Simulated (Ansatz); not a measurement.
Functionals compared on the (10-12) surface of hcp Hf in its 1x1 cell, outermost plane spacing 1.25 Å in the ideal cut, in Ansatz (plane waves, PAW). The structure was relaxed with PBE; the other rows are single points on it, each with its references at the same level. Cutoff 420 eV (500 eV for r2SCAN).

Set-up: 12 atoms, 10.6 Å thick at the start; mesh 12x5x1; 0.1 eV smearing; dipole correction on; all atoms relaxed; symmetry of the start imposed; no spin, no spin-orbit, no U. These notes are the PBE run's.

```json
[
 {"functional": "PBE", "surface energy (J/m²)": "1.94", "work function of the top face (eV)": "3.52", "rough cost of the single point": "–"},
 {"functional": "LDA", "surface energy (J/m²)": "2.18", "work function of the top face (eV)": "3.75", "rough cost of the single point": "roughly 4 core-minutes"},
 {"functional": "PBEsol", "surface energy (J/m²)": "2.13", "work function of the top face (eV)": "3.58", "rough cost of the single point": "about 4 core-minutes (a rough figure)"},
 {"functional": "RPBE", "surface energy (J/m²)": "1.82", "work function of the top face (eV)": "3.39", "rough cost of the single point": "very roughly 4 core-minutes"},
 {"functional": "r2SCAN", "surface energy (J/m²)": "2.14", "work function of the top face (eV)": "3.53", "rough cost of the single point": "very roughly 8 core-minutes"}
]
```

Ansatz is a first-principles code.
